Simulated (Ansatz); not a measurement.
Abridged Ansatz (a quantum-chemistry and plane-wave program) output:

```
Relaxation: its limit of steps is 30 (relax.max_steps)
Pseudopotential: B, paw, valence charge 3
Pseudopotential: As, paw, valence charge 15
Crystal: 6 atoms, lattice volume = 75.386 Å³
Basis set: ecut = 420 eV, 1453 PW (Γ), exchange–correlation on 48×48×100 points (8 copies of the dense FFT grid, shifted against one another)
Bands: 34, of which v1, the nominal top of the filled ones, is band 27 counted from 1 (26 counted from 0)
Symmetry: 12 space group operations
k-points: 120 of 1792 (time reversal used)
Functional: x = pbesol(κ = 0.804, μ = 0.12345679012345678), c = pbesol(β = 0.046)
SCF iter   1: F=—  HF=-14889.813638 eV  |F-HF|=—  |Δ(HF+E_count)|=         —  Δρ=1.85e-2  dr2=2.24e-1  ethr=1.77e-3  ⟨swp⟩=5.9  Hψ=16729  notcnv=0
SCF iter   2: F=—  HF=-14889.730850 eV  |F-HF|=—  |Δ(HF+E_count)|=   8.28e-2  Δρ=1.09e-2  dr2=7.58e-2  ethr=4.13e-4  ⟨swp⟩=3.0  Hψ=8918  notcnv=0  defer=166
SCF 1 converged in 9 iterations: F = -14889.684466 eV  dr2 = 1.03e-11
relax step   1: F+E_penalty+E_count = -14889.68446586 eV  Δ(F+E_penalty+E_count) = +0.000e0 eV  max|allowed force component| = 6.955e-16 eV/Å  Δτ_max = 0.0000 Å  (9 SCF iters, accepted)
SCF converged after 9 iterations
Free energy (F): -14889.684466 eV
Internal energy: -14889.680683 eV  (E = F + TS)
E sigma→0 (E₀):  -14889.682574 eV
Entropy (-TS):   -0.003783 eV (-0.631 meV/atom)
Fermi energy:    13.802201 eV
--- Forces (eV/Å), atoms counted from 1 ---
  atom   1  B     -0.00000000     0.00000000     0.00000000
  atom   2  B     -0.00000000     0.00000000    -0.00000000
  atom   3  B      0.00000000     0.00000000     0.00000000
  atom   4  As    -0.00000000     0.00000000     0.00000000
  atom   5  As    -0.00000000     0.00000000    -0.00000000
  atom   6  As     0.00000000    -0.00000000     0.00000000
--- Stress (GPa, compression-positive) ---
       -2.140088       0.000000      -0.000000
       -0.000000      -2.140088      -0.000000
       -0.000000      -0.000000       0.332223
  P = ⅓ Tr σ = -1.3160 GPa (-13.160 kbar)
--- Relaxed structure (1 steps of the walk, 1 accepted, 0 SCFs on fresh bases) ---
  atoms:
    - { symbol: B, position: [2.7755575615628914e-17, 0.49999999999999994, 0.3333333333333333] }
    - { symbol: B, position: [0.4999999999999999, 0.49999999999999994, 0.6666666666666666] }
    - { symbol: B, position: [0.4999999999999999, 0.0, 0.0] }
    - { symbol: As, position: [2.7755575615628914e-17, 0.49999999999999994, 0.8333333333333333] }
    - { symbol: As, position: [0.4999999999999999, 0.49999999999999994, 0.16666666666666666] }
    - { symbol: As, position: [0.4999999999999999, 0.0, 0.5] }
```

Question: What was computed, and what are the main results?

Answer: BAs, 6 atoms in the cell, with PBEsol (Ansatz, PAW, no spin-orbit coupling). The last SCF converged to F = -14889.684466 eV, or -2481.6141 eV per atom. The total energy compares only with runs of the same code, potentials and settings.

Carriers are added with a uniform compensating background; total energy and stress of such cells depend on the potential's zero and are not compared; many-body gap narrowing is missing at this level. No phonon test of stability was made. The cell was made from BAs (space group P6_422, No. 181; a hypothetical phase, not in the database extracts checked) by this change: electrons 5.0×10^21 cm⁻³.

Keys are those of Ansatz 0.2.
